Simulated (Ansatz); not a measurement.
## HfO2 under a change: Hf vacancy

The parent structure is a 12-atom supercell of HfO2 (space group P4_2/nmc, No. 137; a = 3.577 Å, c = 5.203 Å) at its relaxed geometry.

Modification: a neutral Hf vacancy, atoms relaxed at fixed cell, starting from a slightly rattled geometry.

The values are results of Kohn–Sham DFT with the r2SCAN functional, run in Ansatz (an electronic-structure program) with PAW and 500 eV plane waves, no spin-orbit coupling, not measurements. Settings: 5×5×5 k-points, 0.01 eV Fermi–Dirac smearing.

```tsv
quantity	base	changed	shift
pressure	0.0 GPa	-2.4 GPa	-2.4 GPa
largest displacement of a host atom from its site in the perfect cell	–	0.34 Å	–
mean distance from the defect site to its nearest host atoms	2.06 Å	2.07 Å	+0.01 Å
```

Other magnetic orders, which the real material may have, were not ruled out. The cell is small, so the values are those of an ordered compound at a high defect concentration; dilute-limit values will differ. A case with no gap was solved on a k-mesh chosen for an insulator, which is coarse for it. The defect cell is spin-polarised and ends with 4.0 μB. This is not the structure that HfO2 has at room temperature and ambient pressure.
